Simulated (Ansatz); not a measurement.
Structures of equal composition on the (111) surface of fcc Rh: a pseudomorphic layer of Ru in the host's stacking; a pseudomorphic layer of Ru in the other hollow. The slabs share one bottom face, and each structure is named by its start. These are constructed structures in small cells; real faces may alloy, dewet or reconstruct in larger ones, and not all known structures of the face are among them. Slabs of about 11 Å, Fermi-Dirac smearing of 0.1 eV. Bottom of the slabs: a bare face, its two planes held. Relaxed from the named starts with such symmetry as they have, on meshes of like density; energies extrapolated to zero smearing; spin only where a row says so; no spin-orbit coupling, no U. Brackets mark spin-polarised runs, whose order is one that fits the cell.

All values below come from PBE (plane waves to 420 eV, PAW; Ansatz, a quantum-chemistry and plane-wave program).

### Question
Rank these by energy per 1x1 cell (lowest first), as PBE gives it.

### Answer
a pseudomorphic layer of Ru in the host's stacking (0.000 eV), a pseudomorphic layer of Ru in the other hollow (0.023 eV)
